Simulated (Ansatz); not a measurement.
The parent structure is Ge in the diamond structure (space group Fd-3m, No. 227).

```yaml
crystal:
  lattice:
    - [0.00000, 2.83808, 2.83808]
    - [2.83808, 0.00000, 2.83808]
    - [2.83808, 2.83808, 0.00000]
  atoms:
    - { symbol: Ge, position: [0.00000, 0.00000, 0.00000] }
    - { symbol: Ge, position: [0.25000, 0.25000, 0.25000] }
```

Calculations: PBEsol/PAW in Ansatz (a program for electronic structure), scalar-relativistic without spin-orbit coupling.

Base values:

The pressure is 0.0 GPa. The band gap is zero.

Now apply this change: every lattice vector is stretched by 1.50 %, atoms relaxed at fixed cell.

Problem. Predict the new energy relative to the base, pressure and band gap.

Solution. The energy grows by 9.2 meV/atom; the pressure goes from zero to -2.7 GPa; the band gap is still zero.

The cells carry an imposed strain or load. Whether these cells are dynamically stable was not tested. The zero or small gap of Ge can change with the level of theory.
